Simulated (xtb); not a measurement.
xtb 6.7.1, GFN2-xTB: La(NH2)2(OSiH3) ([NH2][La]([NH2])[O][SiH3]), 12 atoms. The geometry is a generated start, not checked to be a minimum at this level.

| Quantity | Value |
|---|---|
| method | GFN2-xTB |
| --acc | 1 (default) |
| --etemp (K) | 300 (default) |
| detailed input (--input) | none: ANC optimiser, Lindh (1995) Hessian, microcycle=20, maxdispl=1.0, hlow=0.01 (default) |
| basis functions | 39 |
| valence electrons | 30 |

```xyz
12

La     0.0313     0.7787     0.2718
N      1.1249     2.6610    -0.5032
H      2.0881     2.5932    -0.8383
H      1.0872     3.5125     0.0586
N     -1.2454     1.1421     2.1402
H     -1.9251     0.4652     2.4907
H     -1.6052     2.0618     2.3915
O      0.4153    -1.2220    -0.6048
Si     0.0877    -2.6637    -1.2115
H     -1.1597    -3.1822    -0.6001
H      1.2038    -3.5856    -0.9211
H     -0.1030    -2.5610    -2.6739
```

Charge 0 and multiplicity 1 are set for this test and not shown to be the ground state.

The structure is relaxed from this start with --opt LEVEL for the levels crude, sloppy, loose, lax, normal, tight, vtight, extreme, once each. Up to the end of the extreme run atoms move by at most 1.4 Å along an axis.

Problem. What is the loosest level that ends within 1 meV of the extreme run, and how many cycles does it take?

Solution. tight: 75 cycles against 89, ending 0.24 meV above.

```tsv
level	cycles	energy above the extreme run (meV)	gradient norm (eV/Å)
crude	1	56	0.21
sloppy	1	56	0.21
loose	1	56	0.21
lax	30	11	0.066
normal	41	9.4	0.050
tight	75	0.24	0.0094
vtight	88	under 0.01	0.0019
extreme	89	—	0.0022
```
